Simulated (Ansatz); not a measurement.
Ge3N4 (P6₃/m, No. 176; cell taken from a computed entry), treated with PBEsol (PAW; Ansatz, a program for electronic structure).

Numerical settings: plane-wave cutoff 520 eV, 6×6×12 k mesh (along the axes of the cell as run), perturbation theory, scalar-relativistic PAW data made under PBE.

Cell (relaxed at this level):

```
Ge3N4
1.0
    8.05690     0.00000     0.00000
   -4.02845     6.97748     0.00000
    0.00000     0.00000     3.08457
Ge N
6 8
Cartesian
  5.73640   1.65488   2.31343
 -1.70795   5.32260   0.77114
  1.43503   5.79531   0.77114
  2.59342   1.18217   2.31343
  3.75553   4.14043   2.31343
  0.27292   2.83705   0.77114
  4.02845   2.32583   2.31343
  0.00000   4.65165   0.77114
  1.47051   6.79757   2.31343
  2.55794   0.17991   0.77114
  2.90529   4.67229   0.77114
  1.12316   2.30519   2.31343
 -2.59367   4.85220   2.31343
  6.62212   2.12528   0.77114
```

Estimate the high-frequency dielectric constant (mean over three axes) and static dielectric constant (mean over three axes) that the calculation returns.


- high-frequency dielectric constant (mean over three axes) = 5.18
- static dielectric constant (mean over three axes) = 10.2

Note: the relaxation could not lower the start's symmetry, so the cell can be a saddle point above a distorted one.
